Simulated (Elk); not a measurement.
**Elk run on BaIn4 (I4/mmm, 5 atoms in the cell): self-consistent single point**

Level of theory: PBEsol, all-electron FP-LAPW, Elk's shipped species files, APW+lo basis with extra local orbitals run with Elk.

The input file:

```
tasks
  0

xctype
  22

tforce
  .true.

rgkmax
  8.0

gmaxvr
  18.0

lmaxapw
  10

lmaxo
  8

nxlo
  2

lorbcnd
  .true.

lradstp
  2

nrmtscf
  2.0

rmtscf
  0.99

lmaxi
  4

stype
  0

swidth
  0.00999582

scale
  1.889726125

avec
   -2.5731840000    2.5731840000    6.1738250000
    2.5731840000   -2.5731840000    6.1738250000
    2.5731840000    2.5731840000   -6.1738250000

sppath
  './'

atoms
  2   : nspecies
  'Ba.in'   : spfname
  1   : natoms; atposl, bfcmt below
  0.0000000000  0.0000000000  0.0000000000    0.0 0.0 0.0
  'In.in'   : spfname
  4   : natoms; atposl, bfcmt below
  0.7500000000  0.2500000000  0.5000000000    0.0 0.0 0.0
  0.2500000000  0.7500000000  0.5000000000    0.0 0.0 0.0
  0.6177900000  0.6177900000  0.0000000000    0.0 0.0 0.0
  0.3822100000  0.3822100000  0.0000000000    0.0 0.0 0.0

ngridk
  5 5 5
```

The program printed (abridged):

```
│ Elk code version 10.2.4 │

All units are atomic (Hartree, Bohr, etc.)

│ Ground-state run starting from atomic densities │

Lattice vectors :
  -4.862613029       4.862613029       11.66683839
   4.862613029      -4.862613029       11.66683839
   4.862613029       4.862613029      -11.66683839

Unit cell volume      :    1103.449831
Brillouin zone volume :   0.2247951892

Muffin-tin inner radius fraction :   0.1000000000E-01

Nuclei treated as point charges

Species :    1 (Ba)
 parameters loaded from : Ba.in
 name : barium
 nuclear charge    :   -56.00000000
 electronic charge :    56.00000000
 atomic mass :    250331.8069
 muffin-tin radius :    2.772000000
 number of radial points in muffin-tin :   1399
 atomic positions (lattice), magnetic fields (Cartesian) :
   1 :   0.00000000  0.00000000  0.00000000    0.00000000  0.00000000  0.00000000

Species :    2 (In)
 parameters loaded from : In.in
 name : indium
 nuclear charge    :   -49.00000000
 electronic charge :    49.00000000
 atomic mass :    209300.4100
 muffin-tin radius :    2.574000000
 number of radial points in muffin-tin :   1199
 atomic positions (lattice), magnetic fields (Cartesian) :
   1 :  -0.25000000  0.25000000  0.50000000    0.00000000  0.00000000  0.00000000
   2 :   0.25000000 -0.25000000  0.50000000    0.00000000  0.00000000  0.00000000
   3 :  -0.38221000 -0.38221000  0.00000000    0.00000000  0.00000000  0.00000000
   4 :   0.38221000  0.38221000  0.00000000    0.00000000  0.00000000  0.00000000

Total number of atoms per unit cell :    5

Spin treatment :
 spin-unpolarised

Number of Bravais lattice symmetries :   16
Number of crystal symmetries         :   16
Crystal has inversion symmetry
Real symmetric eigensolver will be used

k-point grid :      5     5     5
k-point offset :    0.000000000       0.000000000       0.000000000
k-point set is reduced with full crystal symmetry group
Total number of k-points :       18

   [... lines left out ...]
Maximum |G| for potential and density :    18.00000000
 potential will be trimmed for |G| > 2 gkmax
Constant for pseudocharge density :   12
Radial integration step length :    2

G-vector grid sizes :     80    80    80
Number of G-vectors :   108659

Maximum angular momentum used for
 APW functions                      :   10
 outer part of muffin-tin           :    8
 inner part of muffin-tin           :    4

Total nuclear charge    :   -252.0000000
Total core charge       :    156.0000000
Total valence charge    :    96.00000000
Total excess charge     :    0.000000000
Total electronic charge :    252.0000000

Effective Wigner radius, rₛ :    1.014895081

Number of empty states         :   20
Total number of valence states :   68
Total number of core states    :  156

Conduction state local-orbitals added automatically
Total number of local-orbitals :  571

Exchange-correlation functional :     22     0     0
 PBEsol, Phys. Rev. Lett. 100, 136406 (2008)
 gradient requirement :    1
 generalised gradient approximation (GGA)

Smearing type :    0
 Gaussian
Smearing width :   0.9995820000E-02
Effective electronic temperature (K) :    3156.430308

Mixing type :    3
 Broyden mixing, J. Phys. A: Math. Gen. 17, L317 (1984)

Kohn-Sham potential initialised from atomic data
│ Self-consistent loop started │
│ Loop number : 1 │
 total energy                :     -31666.6446462
│ Loop number : 2 │
 total energy                :     -31666.8047031
RMS change in Kohn-Sham potential (target) :   0.5117664772E-01 (  0.1000000000E-05)
Absolute change in total energy (target)   :   0.1600569427     (  0.1000000000E-03)
│ Loop number : 3 │
 total energy                :     -31666.7491301
RMS change in Kohn-Sham potential (target) :   0.5051374486E-01 (  0.1000000000E-05)
Absolute change in total energy (target)   :   0.1555876656E-01 (  0.1000000000E-03)
│ Loop number : 4 │
 total energy                :     -31664.9413693
RMS change in Kohn-Sham potential (target) :   0.3902056777E-01 (  0.1000000000E-05)
Absolute change in total energy (target)   :    1.811650486     (  0.1000000000E-03)
│ Loop number : 5 │
 total energy                :     -31661.1243684
RMS change in Kohn-Sham potential (target) :   0.1590386581E-01 (  0.1000000000E-05)
Absolute change in total energy (target)   :    4.269913561     (  0.1000000000E-03)
   [... lines left out ...]
Absolute change in total energy (target)   :   0.9089584248E-02 (  0.1000000000E-03)
│ Loop number : 12 │
 total energy                :     -31658.6847036
RMS change in Kohn-Sham potential (target) :   0.9504101353E-06 (  0.1000000000E-05)
Absolute change in total energy (target)   :   0.3855206192E-02 (  0.1000000000E-03)
│ Loop number : 13 │
 total energy                :     -31658.6847366
RMS change in Kohn-Sham potential (target) :   0.2095397196E-06 (  0.1000000000E-05)
Absolute change in total energy (target)   :   0.9308138251E-03 (  0.1000000000E-03)
│ Loop number : 14 │
 total energy                :     -31658.6847389
RMS change in Kohn-Sham potential (target) :   0.5016726424E-07 (  0.1000000000E-05)
Absolute change in total energy (target)   :   0.2304033551E-03 (  0.1000000000E-03)
│ Loop number : 15 │
 total energy                :     -31658.6847396
RMS change in Kohn-Sham potential (target) :   0.1391154998E-07 (  0.1000000000E-05)
Absolute change in total energy (target)   :   0.5688736564E-04 (  0.1000000000E-03)
Convergence targets achieved

│ Loop number : 16 │

Energies :
 Fermi                       :     0.206662494042
 sum of eigenvalues          :     -19176.4243890
 electron kinetic            :      33393.6147043
 core electron kinetic       :      32285.6723660
 Coulomb                     :     -64227.8468332
 Coulomb potential           :     -51486.1243117
 nuclear-nuclear             :     -2525.75161594
 electron-nuclear            :     -71918.0661229
 Hartree                     :      10215.9709056
 Madelung                    :     -38484.7846774
 xc potential                :     -1083.91478168
 exchange                    :     -809.132218784
 correlation                 :     -15.3203910309
 total energy                :     -31658.6847387

Density of states at Fermi energy :    41.77341178
 (states/Hartree/unit cell)

Estimated indirect band gap :   0.4877250746E-02
 from k-point     17 to k-point     11
Estimated direct band gap   :   0.2135707733E-01
 at k-point      1

Charges :
 core                        :    156.0000000
 valence                     :    96.00000000
 interstitial                :    9.273948229
 muffin-tins (core leakage)
  species :    1 (Ba)
   atom    1                 :    53.56678660     (  0.6490999198E-05)
  species :    2 (In)
   atom    1                 :    47.26684889     (  0.1501416552E-03)
   atom    2                 :    47.26684889     (  0.1501416552E-03)
   atom    3                 :    47.31278369     (  0.1506007759E-03)
   atom    4                 :    47.31278369     (  0.1506007759E-03)
 total in muffin-tins        :    242.7260518
 total calculated charge     :    251.9992388
 total charge                :    252.0000000
 error                       :   0.7612355556E-03

│ Self-consistent loop stopped │

Forces :
 species :    1 (Ba)
  atom :    1
   Hellmann-Feynman          :     0.00000000    0.00000000    0.00000000
   IBS                       :     0.00000000    0.00000000   -0.00000000
   total force               :     0.00000000    0.00000000   -0.00000000
   total magnitude           :     0.00000000
 species :    2 (In)
  atom :    1
   Hellmann-Feynman          :    -0.00000000   -0.00000000   -0.00000000
   IBS                       :     0.00000000    0.00000000    0.00000000
   total force               :     0.00000000    0.00000000   -0.00000000
   total magnitude           :     0.00000000
  atom :    2
   Hellmann-Feynman          :     0.00000000    0.00000000    0.00000000
   IBS                       :    -0.00000000   -0.00000000   -0.00000000
   total force               :     0.00000000    0.00000000   -0.00000000
   total magnitude           :     0.00000000
  atom :    3
   Hellmann-Feynman          :     0.00000000    0.00000000    0.00894528
   IBS                       :     0.00000000   -0.00000000   -0.00786544
   total force               :     0.00000000    0.00000000    0.00107984
   total magnitude           :     0.00107984
  atom :    4
   Hellmann-Feynman          :     0.00000000   -0.00000000   -0.00894528
   IBS                       :     0.00000000    0.00000000    0.00786544
   total force               :     0.00000000    0.00000000   -0.00107984
   total magnitude           :     0.00107984
```

The run converged in 16 iterations. The count includes the last loop, which Elk runs after its targets are met.

The starting cell comes from a database of computed structures (which also holds hypothetical and non-ambient phases and stackings), without a prior relaxation at this level. Its lattice was rescaled by a random factor within 2.5 % of one. Values depend on the basis (sphere radii, cutoffs, local orbitals), which need not be converged. The log's line on a gap gives a spacing of levels on this mesh, which the program prints for metals too.

Cost on one core of a shared machine: roughly 4 min.
